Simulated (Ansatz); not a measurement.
V_B+Si_B in zinc-blende BAs (start: the B site; B 3.40 Å away; 64-site cell, 2×2×2 shifted sampling). The numbers are results of PBE, PAW (plane waves to 420 eV; Ansatz, a quantum-chemistry and plane-wave program), not measurements. Total energies of the localised charge states, counted from that of charge 0, and their image corrections (point charge with alignment); the host's valence-band maximum lies at 10.804 eV on the cells' energy zero and its gap is 1.20 eV.

| charge | moment (μB) | E − E(first) (eV) | correction (eV) |
|---|---|---|---|
| 0 | 0.0 | 0.000 | 0.000 |
| −1 | 1.0 | 11.109 | 0.199 |
| −2 | not spin-polarised | 22.359 | 0.699 |

Derive the transition levels above the valence-band maximum and say which of them are thermodynamic.

A level is the Fermi energy at which two charges have equal formation energy: ε(q/q′) = [E(q′) + corr(q′) − E(q) − corr(q)] / (q − q′) − E_VBM.
ε(0/−1) = [(11.109 + 0.199) − (0.000 + 0.000)] / 1 − 10.804 = 0.50 eV
ε(−1/−2) = [(22.359 + 0.699) − (11.109 + 0.199)] / 1 − 10.804 = 0.95 eV
Thermodynamic levels at least 0.1 eV inside the gap: (0/−1) at 0.50 eV; (−1/−2) at 0.95 eV. They hold to tenths of an eV in this cell. Only the charges listed were compared. The geometries come from one start. Flagged in the runs: a doubtful potential alignment, a strain field that reaches the edge of the cell.
